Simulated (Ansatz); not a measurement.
# A computed series for Zr: pressure series

Consider Zr in the hcp (Mg type) structure (space group P6_3/mmc, No. 194).

```
CELL_PARAMETERS angstrom
      3.23160     0.00000     0.00000
     -1.61580     2.79864     0.00000
      0.00000     0.00000     5.17363
ATOMIC_POSITIONS crystal
  Zr 0.33333 0.66667 0.75000
  Zr 0.66667 0.33333 0.25000
```

Cell and atoms are relaxed at each pressure.

Level of theory: plane-wave PAW DFT at the PBE level (Ansatz, a quantum-chemistry and plane-wave program, 420 eV), scalar-relativistic without spin-orbit coupling, earlier PAW set.

| pressure (GPa) | volume per atom (Å³/atom) |
|---|---|
| -1 | 23.652 |
| 0 | 23.395 |
| 1.8 | 22.963 |
| 4.2 | 22.433 |
| 9 | 21.505 |
| 18 | ? |
| 30 | 18.604 |
| 45 | 17.194 |
| 60 | 16.119 |

Task: Fit the third-order Birch–Murnaghan form P(V) = (3B₀/2)[(V₀/V)^(7/3) − (V₀/V)^(5/3)]·[1 + (3/4)(B₀′ − 4)((V₀/V)^(2/3) − 1)] (squares taken in P) to the rows shown and predict the withheld row.

Result: Least squares on the printed values gives V₀ = 23.409 Å³/atom, B₀ = 91.3 GPa, B₀′ = 3.2; this predicts 20.054 Å³/atom, and the run gives 20.080 Å³/atom, 0.026 higher.

Load acts through the strain it causes; cell and atoms are relaxed under it. Whether these cells are dynamically stable was not tested. The final runs are not spin-polarised. Measured, Zr leaves this structure (for the ω phase) near 3 GPa (temperature not stated; as listed in C. Cazorla, D. Alfè, M. J. Gillan, Physical Review B (2008)).
